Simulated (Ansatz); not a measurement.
Ansatz (a quantum-chemistry and plane-wave program) run on CdHClO (P6_3mc, 8 atoms in the cell): relaxation of cell and atoms.

Level of theory: LDA (PW92), default PAW files made with PBE (plane waves; Ansatz).

The change in words: atoms on their sites; basis.ecutwfc: 420 eV → 840 eV; relax: default → cell and atoms. Reference geometry:
```yaml
crystal:
  lattice:
    - [3.75361, 0.00000, 0.00000]
    - [-1.87681, 3.25073, 0.00000]
    - [0.00000, 0.00000, 10.47164]
  atoms:
    - { symbol: Cd, position: [0.66667, 0.33333, 0.49696] }
    - { symbol: Cd, position: [0.33333, 0.66667, 0.99219] }
    - { symbol: H, position: [0.00000, 0.00000, 0.31842] }
    - { symbol: H, position: [0.00000, 0.00000, 0.81842] }
    - { symbol: Cl, position: [0.66667, 0.33333, 0.15574] }
    - { symbol: Cl, position: [0.33333, 0.66667, 0.65574] }
    - { symbol: O, position: [0.00000, 0.00000, 0.41324] }
    - { symbol: O, position: [0.00000, 0.00000, 0.91324] }
```

Reference input (self-consistent single point, DFT, LDA (PW92), plane waves, default PAW files made with PBE): basis.ecutwfc = 420 eV; kpoints.mp_grid.grid = 8 8 3; hamiltonian.xc = lda; hamiltonian.pseudopotentials = {kind: paw} (the program's default PAW files); scf.occupations.method = fixed. This run's input differs from it in these lines:

Ansatz 0.2 input:
```diff
@@ -7,3 +7,3 @@
   atoms:
-    - { symbol: Cd, position_ang: [1.876810, 1.083574, 5.204038] }
+    - { symbol: Cd, position_ang: [1.876810, 1.083574, 5.154036] }
     - { symbol: Cd, position_ang: [-0.000002, 2.167152, 10.389855] }
@@ -16,3 +16,3 @@
 basis:
-  ecutwfc: 420.0
+  ecutwfc: 840.0
 kpoints:
@@ -24,2 +24,4 @@
   occupations: { method: fixed }
+relax:
+  cell: {}
 output:
```

Log, with long lists cut:

```
   [... SCF lines of the steps left out ...]
relax step   1: F+E_penalty+E_count = -19469.14278118 eV  Δ(F+E_penalty+E_count) = +0.000e0 eV  max|allowed force component| = 4.642e-1 eV/Å  Δτ_max = 0.0000 Å  P = -7.372 GPa  Ω = 127.775 Å³  (8 SCF iters, dr2 threshold 1.00e-7 eV, accepted)
relax step   2: F+E_penalty+E_count = -19469.48158786 eV  Δ(F+E_penalty+E_count) = -3.388e-1 eV  max|allowed force component| = 3.861e-1 eV/Å  Δτ_max = 0.0326 Å  P = +1.951 GPa  Ω = 110.807 Å³  energy of the carried Pulay correction = +9.309e-4 eV  [...]
   [... lines left out ...]
relax step   7: F+E_penalty+E_count = -19469.51333310 eV  Δ(F+E_penalty+E_count) = -1.562e-4 eV  max|allowed force component| = 1.701e-3 eV/Å  Δτ_max = 0.0012 Å  P = +0.006 GPa  Ω = 111.587 Å³  energy of the carried Pulay correction = +8.833e-4 eV  [...]
relax step   8: F+E_penalty+E_count = -19469.51260844 eV  Δ(F+E_penalty+E_count) = +7.247e-4 eV  max|allowed force component| = 2.069e-3 eV/Å  Δτ_max = 0.0000 Å  P = +0.003 GPa  Ω = 111.587 Å³  stress off target by 5.90e-3 GPa  SCF on the basis [...]
basis re-selected at this cell: Δ(F+E_penalty+E_count) = +7.247e-4 eV, ΔP = -0.004 GPa vs the last step
the relaxation is at rest under the 12 symmetry operations that the run kept from its start: a minimum is not shown …
Free energy (F): -19469.512608 eV
Internal energy: -19469.512608 eV  (E = F + TS)
E sigma→0 (E₀):  -19469.512608 eV
Fermi energy:    5.979775 eV
--- Forces (eV/Å), atoms counted from 1 ---
  atom   1  Cd    -0.00000000    -0.00000000    -0.00087125
  atom   2  Cd    -0.00000000     0.00000000    -0.00087125
   [... lines left out ...]
  cell:  # Å, volume = 111.5865 Å³
   [... lines left out ...]
    - { symbol: Cl, position: [0.6666666666666665, 0.33333333333333326, 0.1614346495255441] }
    - { symbol: Cl, position: [0.33333333333333326, 0.6666666666666666, 0.6614346495255439] }
    - { symbol: O, position: [-6.096560061258003e-34, 3.4560246470377774e-34, 0.4131672559953927] }
    - { symbol: O, position: [1.3228789374971614e-34, 1.8761280769106598e-34, 0.9131672559953923] }
```

The run converged. 

Summary of the result:
Free energy E − TS (on the zero of these files): -19469.5126 eV
Top of the valence band (on the code's own zero): 5.98 eV
Gap on the k-point mesh: 2.40 eV
Pressure: 0.00 GPa
Largest force (vector length): 0.002 eV/Å
Final cell: a = b = 3.611 Å, c = 9.879 Å, α = β = 90.00°, γ = 120.00°
Final volume per atom: 13.95 Å³
Relaxation steps: 8

The starting cell comes from a database of computed structures (which also holds hypothetical and non-ambient phases and stackings), without a prior relaxation at this level. Its lattice was rescaled by up to half a per cent. The relaxation keeps the symmetry of its start, so its end need not be a minimum. Ansatz's pressure includes its estimate of the finite-basis (Pulay) stress.

Cost on one core of a shared machine: roughly 3 min.
